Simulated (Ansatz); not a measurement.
Take InAs in the zinc blende structure (space group F-43m, No. 216) as the base.

```
CELL_PARAMETERS angstrom
      0.00000     3.05467     3.05467
      3.05467     0.00000     3.05467
      3.05467     3.05467     0.00000
ATOMIC_POSITIONS crystal
  As 0.25000 0.25000 0.25000
  In 0.00000 0.00000 0.00000
```

The values are results of Kohn–Sham DFT with the r2SCAN functional, run in Ansatz (an electronic-structure program) with PAW and 500 eV plane waves, no SOC, not measurements.

For the base:

```
Property                  Result
-------------------  -----------
Lattice parameter a  11.545 bohr
```

Modification: cell and atoms relaxed at a pressure of 4.5 GPa.

**Question.** How does this affect the lattice parameter a?

**Answer.** The lattice parameter a shrinks by 0.255 bohr to 11.290 bohr.

Load acts through the strain it causes; cell and atoms are relaxed under it. Whether these cells are dynamically stable was not tested. Tetrahedral semiconductors of this kind turn to denser phases somewhere between about 1 and 50 GPa; those were not computed, so compressed cells here can lie past the real transition.
